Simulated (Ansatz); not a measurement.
Effort and miss along a sweep of kpoints.mp_grid.grid: MgS (Fm-3m, 2 atoms in the cell)

```xyz
2
Lattice="0.0000 2.5487 2.5487 2.5487 0.0000 2.5487 2.5487 2.5487 0.0000" Properties=species:S:1:pos:R:3 pbc="T T T"
Mg     0.0000     0.0000     0.0000
S      2.5487     2.5487     2.5487
```

Method of the run: PBE0, PAW files made with PBE (plane waves; Ansatz, a first-principles code).

Base settings: basis.ecutwfc = 420 eV; kpoints.mp_grid.grid = 7 7 7; hamiltonian.xc = pbe0; hamiltonian.pseudopotentials = {kind: paw} (the program's default PAW files); scf.occupations.method = fixed.

Misses are taken against the tightest run, 9 9 9, which need not be fully converged itself. The energy is the free energy per atom.

Core times come from one kind of shared machine and are given to one figure; runs under 30 s give none.

The starting cell comes from a database of computed structures (which also holds hypothetical and non-ambient phases and stackings), without a prior relaxation at this level. Its lattice was rescaled by a random factor within 2.5 % of one. In the base run, with a pressure of about 5 GPa the cell is away from its equilibrium volume at this level.

The runs (kpoints.mp_grid.grid): 5 5 5 | 6 6 6 | 7 7 7 | 8 8 8 | 9 9 9.

Problem. Which is the coarsest setting among those run that, with all tighter ones, holds the energy within 2 meV/atom of the reference, and what does it save?

Solution. 6 6 6, off by 1.2 meV/atom; it ran in under 30 s, against roughly 80 s for the reference.

Problem. Which is the coarsest setting among those run that, with all tighter ones, holds the energy within 0.5 meV/atom of the reference, and what does it save?

Solution. 7 7 7, off by 0.28 meV/atom; it needs about 0.4 of the reference's time.

```tsv
kpoints.mp_grid.grid	energy less reference (meV/atom)	core time / reference (rough)
5 5 5	4.97	–
6 6 6	1.17	–
7 7 7	0.28	0.4
8 8 8	0.06	0.6
9 9 9	0.00	1
```

Keys are those of Ansatz 0.2.
